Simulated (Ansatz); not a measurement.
Consider Cd vacancy in zinc-blende CdTe, charge state -2. Calculation: PBE, PAW (plane waves to 420 eV; Ansatz, a program for electronic structure).

Cell of 64 host sites held at the relaxed PBE lattice; one k-point at (0.250, 0.250, 0.250); Fermi-Dirac width 0.01 eV, spin-restricted; finite-size errors left in. No zero-point or tunnelling terms. Spin-orbit coupling is left out. The charge state is imposed; whether it is stable for some Fermi level was not computed. Forms of the defect that were not tried may lie lower.

Barriers: single points on a 2×2×2 k-point mesh shifted by half a step at the bands' geometries.

The step: one Cd atom jumps into the vacancy from a nearby Cd site; the atom moves 4.48 Å along (0.00, 0.48, -0.48) of the unit cell; the moving atom starts with neighbours Te at 2.81, 2 Te at 2.90, Te at 2.91 Å and ends with Te at 2.81, 2 Te at 2.90, Te at 2.91 Å.

**Question.** Give the migration barrier of this step at the level PBE, PAW.

**Answer.** 1.08 eV, the same both ways. At the saddle the moving atom has neighbours Te at 2.74, Te at 3.11, Te at 3.14, Te at 3.24, Te at 3.28 Å. The saddle point's order was not checked.
